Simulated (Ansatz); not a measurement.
We consider Ta₃N₅ (Cmcm, No. 63), described by PBEsol (Ansatz, an electronic-structure program, PAW).

Settings: plane-wave cutoff 520 eV, 10×10×4 k mesh (along the axes of the cell as run), Fermi–Dirac smearing 0.01 eV, scalar-relativistic PAW data made under PBE.

Cell (relaxed at this level):

Ta3N5 is modelled in the orthorhombic space group Cmcm (No. 63), Pearson symbol oS32. Conventional cell: a = 3.8773 Å, b = 10.2123 Å, c = 10.2353 Å, α = β = γ = 90.00°. Ta1 on 4c sees 6 N at 2.043–2.129 Å. Ta2 on 8f sees 4 N at 1.948–2.037 Å and 2 N at 2.213–2.244 Å. N1 on 8f is coordinated by 3 Ta at 1.948–2.043 Å. N2 on 8f sees 3 Ta at 2.031–2.129 Å and 1 Ta at 2.244 Å. N3 on 4c has 2 Ta at 2.051 Å and 2 Ta at 2.213 Å. (Neighbours: up to the widest gap in distance over summed covalent radii, below 1.35, at either atom; cation-cation and far metal-metal contacts left out.)
(The calculation used a cell of 16 atoms; values per cell refer to that cell.)

Task: Give the computed band gap and Γ–Γ gap.

Result: 
- band gap = 1.19 eV (on the SCF k mesh)
- Γ–Γ gap = 1.46 eV

Measured, for comparison: band gap 2.18 eV (temperature not stated, not corrected to a static lattice, indirect, Tauc analysis with phonon absorption and emission, films; as tabulated in Eichhorn et al. (2021), doi:10.1039/d1ta05282a).

Spin–orbit coupling is not included.

Computed values are for the static lattice.

The result took around 17 core-minutes (rough).
